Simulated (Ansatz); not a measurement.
**What pressure 50 GPa does to TiO2**

Consider TiO2 in the rutile structure (space group P4_2/mnm, No. 136; a = 4.591 Å, c = 2.939 Å).

It is then changed as follows: cell and atoms relaxed at a pressure of 50 GPa.

Method: PBEsol/PAW in Ansatz (an electronic-structure program), without spin-orbit coupling. Γ-centred 7×7×11 mesh, Fermi–Dirac width 0.05 eV.

| quantity | base | changed | shift |
|---|---|---|---|
| volume per atom | 10.33 Å³ | 8.84 Å³ | -1.482 Å³ |
| lattice parameter a | 4.591 Å | 4.321 Å | -0.270 Å |
| c/a ratio | 0.640 | 0.658 | +0.018 |
| shortest interatomic distance | 1.942 Å | 1.841 Å | -0.101 Å |
| enthalpy H = E + PV relative to the base's energy | – | +2.96 eV/atom | – |
| band gap | 1.87 eV | 2.10 eV | +0.23 eV |
| gap character | direct at Γ | direct at Γ | – |
| width of the top valence band | 1.65 eV | 1.91 eV | +0.26 eV |
| electron mass | 0.54 mₑ along c, 1.1 mₑ across (at Γ) | 0.46 mₑ along c, 0.92 mₑ across (at Γ) | – |
| hole mass | – | 1.9 mₑ along c, 1.7 mₑ across (at Γ) | – |
| valence-band top at Γ (three highest levels, from the VBM) | 0.00, -0.45, -0.45 eV | 0.00, -0.49, -0.49 eV | – |

Final structure:

```yaml
crystal:
  lattice:
    - [4.32090, 0.00000, 0.00000]
    - [0.00000, 4.32090, 0.00000]
    - [0.00000, 0.00000, 2.84202]
  atoms:
    - { symbol: Ti, position: [0.00000, 0.00000, 0.00000] }
    - { symbol: Ti, position: [0.50000, 0.50000, 0.50000] }
    - { symbol: O, position: [0.30132, 0.30132, 0.00000] }
    - { symbol: O, position: [0.80132, 0.19868, 0.50000] }
    - { symbol: O, position: [0.19868, 0.80132, 0.50000] }
    - { symbol: O, position: [0.69868, 0.69868, 0.00000] }
```

Cost of the whole job for the changed cell (relaxation, final SCF and bands): about 60 core-seconds (a rough figure).

Load acts through the strain it causes; cell and atoms are relaxed under it. Effective masses come from finite differences of ±0.01 Å⁻¹. Stability against distortions was not tested. No other phases were tried under pressure. The final runs are not spin-polarised.
